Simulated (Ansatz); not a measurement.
Ansatz (an electronic-structure program) run on WS₂ (R3m, 3 atoms in the cell): self-consistent single point.

Method: LDA (PW92), default PAW files made with PBE (plane waves; Ansatz).

```yaml
crystal:
  lattice:
    - [1.58766, 0.91663, 6.47033]
    - [-1.58766, 0.91663, 6.47033]
    - [0.00000, -1.83327, 6.47033]
  atoms:
    - { symbol: W, position: [0.00325, 0.00325, 0.00325] }
    - { symbol: S, position: [0.41411, 0.41411, 0.41411] }
    - { symbol: S, position: [0.25392, 0.25392, 0.25392] }
```

Reference input (self-consistent single point, DFT, LDA (PW92), plane waves, default PAW files made with PBE): basis.ecutwfc = 420 eV; kpoints.mp_grid.grid = 9 9 9; hamiltonian.xc = lda; hamiltonian.pseudopotentials = {kind: paw} (the program's default PAW files); scf.occupations.method = fixed. This run's input differs from it in these lines:

Ansatz 0.2 input:
```diff
@@ -13,3 +13,3 @@
   mp_grid:
-    grid: [9, 9, 9]
+    grid: [6, 6, 6]
 hamiltonian:
```

Output, abridged:

```
SCF iter   1: F=—  HF=-11871.615527 eV  |F-HF|=—  |Δ(HF+E_count)|=         —  Δρ=1.05e-2  dr2=1.20e-1  ethr=1.77e-3  ⟨swp⟩=5.0  Hψ=2693  notcnv=0  defer=58
all-band conjugate gradients solve this SCF's bands
preconditioner: auto → none
SCF iter   2: F=—  HF=-11871.659488 eV  |F-HF|=—  |Δ(HF+E_count)|=   4.40e-2  Δρ=1.39e-2  dr2=3.88e-1  ethr=4.62e-4  ⟨swp⟩=3.5  Hψ=1171  notcnv=0  defer=64  recentre
   [... lines left out ...]
SCF iter   5: F=—  HF=-11871.597035 eV  |F-HF|=—  |Δ(HF+E_count)|=   4.97e-6  Δρ=2.72e-4  dr2=1.27e-4  ethr=1.38e-6  ⟨swp⟩=2.0  Hψ=800  notcnv=0  defer=64
SCF iter   6: F=—  HF=-11871.597011 eV  |F-HF|=—  |Δ(HF+E_count)|=   2.39e-5  Δρ=1.37e-4  dr2=4.78e-6  ethr=4.90e-7  ⟨swp⟩=2.1  Hψ=714  notcnv=0  defer=21
SCF iter   7: F=—  HF=-11871.597012 eV  |F-HF|=—  |Δ(HF+E_count)|=   1.10e-6  Δρ=3.62e-5  dr2=1.13e-6  ethr=1.84e-8  ⟨swp⟩=2.0  Hψ=842  notcnv=0  defer=7
SCF iter   8: F=-11871.597012 eV  HF=-11871.597012 eV  |F-HF|=2.13e-8  |Δ(HF+E_count)|=   3.49e-7  Δρ=7.59e-6  dr2=3.15e-8  ethr=3.85e-10  ⟨swp⟩=6.2  Hψ=3082  notcnv=0
SCF 1 converged in 8 iterations: F = -11871.597012 eV  dr2 = 3.15e-8
Free energy (F): -11871.597012 eV
Internal energy: -11871.597012 eV  (E = F + TS)
E sigma→0 (E₀):  -11871.597012 eV
Fermi energy:    10.408266 eV
--- Forces (eV/Å), atoms counted from 1 ---
  atom   1  W      0.00000000     0.00000000    -1.58318911
  atom   2  S     -0.00000000     0.00000000     0.66788095
  atom   3  S     -0.00000000    -0.00000000     0.91527953
--- Stress (GPa, compression-positive) ---
       -4.807421       0.000000      -0.000000
        0.000000      -4.807421      -0.000000
       -0.000000      -0.000000      -2.786049
  P = ⅓ Tr σ = -4.1336 GPa (-41.336 kbar)
  The stress holds the Pulay correction. Without it, at fixed plane waves, as pw.x and ABINIT print it: P = -4.1574 GPa
```

The run converged in 8 iterations. Against the reference run the free energy is nearly the same (within 1 meV/atom), the pressure hardly changes (-4.14 to -4.13 GPa), the largest force moves little (1.587 to 1.583 eV/Å) and the gap on the mesh goes from 1.186 to 1.115 eV.

The starting cell comes from a database of computed structures (which also holds hypothetical and non-ambient phases and stackings), without a prior relaxation at this level. Its lattice was rescaled by up to half a per cent. One atom was moved a little off its site on purpose. Spin-orbit coupling is off. With a pressure of about -4 GPa the cell is away from its equilibrium volume at this level. Forces in this geometry exceed 1 eV/Å. Ansatz's pressure includes its estimate of the finite-basis (Pulay) stress.
